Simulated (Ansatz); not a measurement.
## Pressure series in SnS2

The parent structure is SnS₂ in the CdI2 type structure (space group P-3m1, No. 164; layered, stacked along the Cartesian z axis).

```
CELL_PARAMETERS angstrom
      3.66939     0.00000     0.00000
     -1.83470     3.17779     0.00000
      0.00000     0.00000     5.80621
ATOMIC_POSITIONS crystal
  Sn 0.00000 0.00000 0.00000
  S  0.33333 0.66667 0.25460
  S  0.66667 0.33333 0.74540
```

Cell and atoms are relaxed at each pressure.

All numbers come from PBE-D3(BJ)/PAW in Ansatz (an electronic-structure program), no SOC.

Task: Only one of these keeps a band gap. Which?
(A) pressure 1.8 GPa
(B) pressure 45 GPa
(C) pressure 18 GPa

Result: A, pressure 1.8 GPa. Computed: pressure 45 GPa: zero; pressure 18 GPa: zero; pressure 1.8 GPa: 1.03 eV

A case with no gap was solved on a k-mesh chosen for an insulator, which is coarse for it. Load acts through the strain it causes; cell and atoms are relaxed under it. Whether these cells are dynamically stable was not tested. Competing high-pressure phases were not computed. The final runs are not spin-polarised. A zero or small gap of SnS2 under pressure 18 GPa can be the functional's error rather than a property of the material.
